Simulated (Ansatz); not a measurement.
**Computed paths: interstitial Na in diamond, charge state +1**

System: interstitial Na in diamond (charge state +1). These are PBE, PAW (plane waves to 420 eV; Ansatz, a program for electronic structure) values and carry that method's errors.

Cell of 64 host sites held at the relaxed PBE lattice; a 2×2×2 k-point mesh shifted by half a step; Fermi-Dirac width 0.01 eV, spin-restricted; finite-size errors left in. No zero-point or tunnelling terms. The host's phase is taken as given; its stability against other phases was not computed. The charge state is imposed; whether it is stable for some Fermi level was not computed. Sites that were not tried may lie lower.

Barriers: single points on a 3×3×3 k-point mesh shifted by half a step at the bands' geometries.

```json
[
 {"Route": "a direct jump of one Na atom", "Start site over the lowest site run (eV)": "0.00", "Hop (Å)": "1.55", "Forward barrier (eV)": "2.01", "Backward barrier (eV)": "2.01", "Neighbours at the start": "4 C at 1.73, 6 C at 1.91 Å", "Neighbours at the saddle": "6 C at 1.74 Å", "Saddle order": "first order", "Forward, on the band's own sampling (eV)": "2.01"}
]
```

Paths come from nudged elastic bands with a climbing image.   A further band (a direct jump of one Na atom, 2.96 Å) gave 2.01 eV forward on its own sampling, 2.01 eV above the lowest site run, but a shoulder points to a second hump between its images, so it is not taken as a result. 1 more band(s) gave no usable saddle point.
